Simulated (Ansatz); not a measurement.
**Worked example: self-consistent single point of Tc (P6_3/mmc, 4 atoms in the cell) in Ansatz (an electronic-structure program)**

Level of theory: PBE (plane waves, PAW; Ansatz).

This input was run:

Ansatz 0.2 input:
```yaml
crystal:
  lattice:
    - [2.72812900, 0.00000000, 0.00000000]
    - [-1.36406400, 2.36262800, 0.00000000]
    - [0.00000000, 0.00000000, 8.73372400]
  atoms:
    - { symbol: Tc, position: [0.00000000, 0.00000000, 0.00000000] }
    - { symbol: Tc, position: [0.00000000, 0.00000000, 0.50000000] }
    - { symbol: Tc, position: [0.33333300, 0.66666700, 0.25000000] }
    - { symbol: Tc, position: [0.66666700, 0.33333300, 0.75000000] }
kpoints:
  mp_grid: { grid: [11, 11, 3] }
hamiltonian:
  xc: pbe
  pseudopotentials: { kind: paw }
scf:
  occupations: { method: methfessel_paxton, width: 0.1 eV }
output:
  forces: true
  eigenvalues: true
  stress: true
```

Output (repeated stretches shortened):

```
WARN the atoms were moved onto the symmetric positions of the space group found under crystal.symmetry.tolerance 1.0e-5 (fractional …
WARN basis.ecutwfc = 500 eV, the default
WARN ansatz: RAYON_NUM_THREADS=1 ignored (pool sized by the plan → 1); use --threads N
Pseudopotentials: kind: paw
Pseudopotential: Tc, paw, valence charge 15
Crystal: 4 atoms, lattice volume = 56.294 Å³
Basis set: ecut = 500 eV, 1387 PW (Γ), exchange–correlation on 40×40×128 points (8 copies of the dense FFT grid, shifted against one another)
Bands: 36, of which v1, the nominal top of the filled ones, is band 30 counted from 1 (29 counted from 0)
Symmetry: 24 space group operations
Space group: P63/mmc (ITA 194), of the structure as read, at distance tolerance 3.8e-5 Å
k-points: 32 of 363
Initial density: superposition of atomic densities (chi_scale 0.1, normalization cell)
Initial wavefunctions: pseudopotential atomic-orbital guess
Eigensolver: davidson
Functional: x = pbe(κ = 0.804, μ = 0.2195149727645171), c = pbe(β = 0.06672455060314922)
SCF iter   1: F=—  HF=-21592.751584 eV  |F-HF|=—  |Δ(HF+E_count)|=         —  Δρ=5.75e-2  dr2=1.73e0  ethr=3.10e-3  ⟨swp⟩=4.6  Hψ=3930  notcnv=0
all-band conjugate gradients solve this SCF's bands
preconditioner: auto → Resta (q_TF=auto, 2.757 Å⁻¹)
SCF iter   2: F=—  HF=-21592.252892 eV  |F-HF|=—  |Δ(HF+E_count)|=   4.99e-1  S|Δr|=    0.00e0  Δρ=2.73e-2  dr2=3.72e-1  ethr=2.88e-3  ⟨swp⟩=2.9  Hψ=2200  notcnv=0  defer=33
preconditioner: auto → Kerker (q_TF=auto, 2.757 Å⁻¹)
SCF iter   3: F=—  HF=-21592.135694 eV  |F-HF|=—  |Δ(HF+E_count)|=   1.17e-1  S|Δr|=    0.00e0  Δρ=4.68e-3  dr2=5.43e-3  ethr=6.20e-4  ⟨swp⟩=3.0  Hψ=2238  notcnv=0  defer=33
SCF iter   4: F=—  HF=-21592.135576 eV  |F-HF|=—  |Δ(HF+E_count)|=   1.18e-4  S|Δr|=    0.00e0  Δρ=5.42e-4  dr2=1.23e-4  ethr=9.05e-6  ⟨swp⟩=1.0  Hψ=1183  notcnv=0  defer=33
SCF iter   5: F=—  HF=-21592.135563 eV  |F-HF|=—  |Δ(HF+E_count)|=   1.33e-5  S|Δr|=    0.00e0  Δρ=1.16e-4  dr2=6.38e-6  ethr=2.05e-7  ⟨swp⟩=2.2  Hψ=1654  notcnv=0  defer=33
SCF iter   6: F=—  HF=-21592.135559 eV  |F-HF|=—  |Δ(HF+E_count)|=   4.38e-6  S|Δr|=    0.00e0  Δρ=1.97e-5  dr2=2.03e-7  ethr=1.06e-8  ⟨swp⟩=2.0  Hψ=1602  notcnv=0  defer=33
SCF iter   7: F=-21592.135559 eV  HF=-21592.135559 eV  |F-HF|=2.80e-9  |Δ(HF+E_count)|=   2.74e-8  S|Δr|=    0.00e0  Δρ=3.90e-6  dr2=7.16e-9  ethr=1.67e-10  ⟨swp⟩=7.2  Hψ=4066  notcnv=0
SCF 1 converged in 7 iterations: F = -21592.135559 eV  dr2 = 7.16e-9
SCF converged after 7 iterations
Stability not checked (fill_not_monotonic)
Free energy (F): -21592.135559 eV
Harris-Foulkes:  -21592.135559 eV  (|F-HF|=2.80e-9)
Internal energy: -21592.137604 eV  (E = F + TS)
E sigma→0 (E₀):  -21592.136070 eV
Entropy (-TS):   0.002045 eV (0.511 meV/atom)
Fermi energy:    22.854337 eV
--- Per-component energies (eV) ---
  E_band       = -169.336095
  E_kinetic    = 2498.103748
  E_local      = -4673.119215  (includes V_loc(G=0)·N_el)
  E_nonlocal   = 1144.662343
  E_hartree    = 1262.387999
  E_xc         = -959.743869
  E_vxc        = -1182.233173  (∫ρ·V_xc dr)
  E_paw        = -13113.210836  (= ΣΔE_a)
  E_vpaw       = -481.522980  (= ΣTr[D̂ρ^β])
  E_aug_tail   = -0.000117  (compensation charges beyond the density's cutoff)
  E_ewald      = -7751.217657
  E_smearing   = 0.002045  (= −TS)
  E_closure    = 0.000000  (closes the sum)
  Σ components = -21592.135559   (vs F -21592.135559, Δ=0.00e0)
--- Forces (eV/Å), atoms counted from 1 ---
  atom   1  Tc    -0.00000000     0.00000000     0.00000000
   [... zero for the other atoms too ...]
  max |Σ_I F_I| component: 6.94e-18 eV/Å
--- Stress (GPa, compression-positive) ---
        7.624145       0.000000      -0.000000
        0.000000       7.624145      -0.000000
       -0.000000      -0.000000       9.999200
  P = ⅓ Tr σ = 8.4158 GPa (84.158 kbar)
  The stress holds the Pulay correction. Without it, at fixed plane waves, as pw.x and ABINIT print it: P = 8.4118 GPa
--- Band table (eV; the first three rows and the last of 32) ---
  k-point 0: bands = ["-44.0246", "-43.9181", "-43.8700", "-43.7606", "-16.6858", "-16.0464", "-15.9525", "-15.5062", "-15.5062", "-15.4154", "-15.4154", "-15.3999", "-15.3999", "-15.3076", "-15.3076", "-15.2714", "15.4391", "17.2907", "17.3502", [...]
  k-point 1: bands = ["-44.0079", "-43.9629", "-43.8244", "-43.7780", "-16.5965", "-16.3497", "-15.6389", "-15.4932", "-15.4932", "-15.4576", "-15.4576", "-15.3712", "-15.3574", "-15.3574", "-15.3210", "-15.3210", "15.7476", "16.5530", "17.3814", [...]
  k-point 2: bands = ["-44.0086", "-43.9065", "-43.8583", "-43.7535", "-16.6507", "-16.0577", "-15.9693", "-15.5841", "-15.5321", "-15.4687", "-15.4565", "-15.4339", "-15.4185", "-15.3877", "-15.3186", "-15.2862", "15.7515", "17.5508", "17.6423", [...]
  k-point 31: bands = ["-43.7558", "-43.7541", "-43.7031", "-43.7015", "-16.3862", "-16.3820", "-16.3093", "-16.2490", "-16.1076", "-16.0813", "-16.0049", "-15.9170", "-15.7163", "-15.6583", "-15.6117", "-15.5377", "18.1769", "18.2878", "18.9993", [...]
```

The run converged in 7 iterations.

The starting cell comes from a database of computed structures (which also holds hypothetical and non-ambient phases and stackings), without a prior relaxation at this level. Its lattice was rescaled by a random factor within 2.5 % of one. Spin polarisation is off. With a pressure of about 8 GPa the cell is away from its equilibrium volume at this level. Ansatz's pressure includes its estimate of the finite-basis (Pulay) stress.
